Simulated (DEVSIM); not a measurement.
System: abrupt Si p-n junction, at 300 K.

| layer (left to right) | material | thickness (μm) | Nd (cm⁻³) | Na (cm⁻³) | τn (s) | τp (s) |
|---|---|---|---|---|---|---|
| 1 | Si | 1.00 | - | 2.7e16 | 3.9e-6 | 1.3e-5 |
| 2 | Si | 1.70 | 2.5e17 | - | 1.3e-5 | 1.3e-5 |

Left contact: ohmic. Right contact: ohmic. Voltage is applied to the left contact. Recombination: SRH at mid-gap, radiative. Mobility is μmin + (μ − μmin)/(1 + (N/Nref)^α).

Constants are typed, rounded textbook-type inputs, not results; the design itself was drawn at random and stands for no fabricated device. Values at 300 K.

| parameter | Si |
|---|---|
| gap (eV) | 1.124 |
| affinity (eV) | 4.05 |
| permittivity | 11.7 |
| Nc (cm⁻³) | 2.86e19 |
| Nv (cm⁻³) | 3.1e19 |
| μn (cm²/Vs) | 1417 |
| μp (cm²/Vs) | 470 |
| μn,min | 52 |
| μp,min | 45 |
| Nref,n | 9.7e16 |
| Nref,p | 2.2e17 |
| αn | 0.68 |
| αp | 0.72 |
| B (cm³/s) | 4.7e-15 |

Simulated with DEVSIM: 1D drift-diffusion, Boltzmann statistics, complete ionisation; no tunnelling, impact ionisation, image-force lowering or self-heating.

Problem. Give the dark reverse current.

Solution. 
```json
[
 {"V (V)": "-0.20", "J (A/cm²)": "-6.5e-10"},
 {"V (V)": "-0.50", "J (A/cm²)": "-1.1e-9"},
 {"V (V)": "-1.00", "J (A/cm²)": "-1.6e-9"},
 {"V (V)": "-1.50", "J (A/cm²)": "-2.1e-9"},
 {"V (V)": "-2.00", "J (A/cm²)": "-2.5e-9"},
 {"V (V)": "-3.00", "J (A/cm²)": "-3.2e-9"},
 {"V (V)": "-4.00", "J (A/cm²)": "-3.7e-9"},
 {"V (V)": "-5.00", "J (A/cm²)": "-4.3e-9"},
 {"V (V)": "-6.50", "J (A/cm²)": "-5.0e-9"}
]
```
